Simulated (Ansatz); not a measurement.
Start from SiC (space group P6_3mc, No. 186; a = 3.078 Å, c = 10.076 Å). Axes: x lies along a and z along c of the hexagonal cell.

Calculations: DFT with r2SCAN, PAW potentials and a 500 eV plane-wave cutoff in Ansatz (a first-principles code), scalar-relativistic without spin-orbit coupling.

One thing is altered: uniaxial strain ε_zz = −1.73 %, all other strain components held at zero, atoms relaxed at fixed cell.

**Question.** Predict the stress tensor and what it implies for the stiffness.

**Answer.** Stress of the strained cell less that of the base (GPa, compression positive):
```
   0.99    0.00    0.00
   0.00    0.99    0.00
   0.00    0.00   10.32
```

Then −Δσ_ii/ε with ε = -0.0173 gives secant stiffness values (nonlinear terms included at this strain): C33 ≈ 597 GPa, C13 ≈ 57 GPa and C23 ≈ 57 GPa.

As a check, the harmonic strain energy −½ V₀ Δσ:ε is 5.8 meV/atom; the computed energy rise is 5.7 meV/atom.

Stability against distortions was not tested.
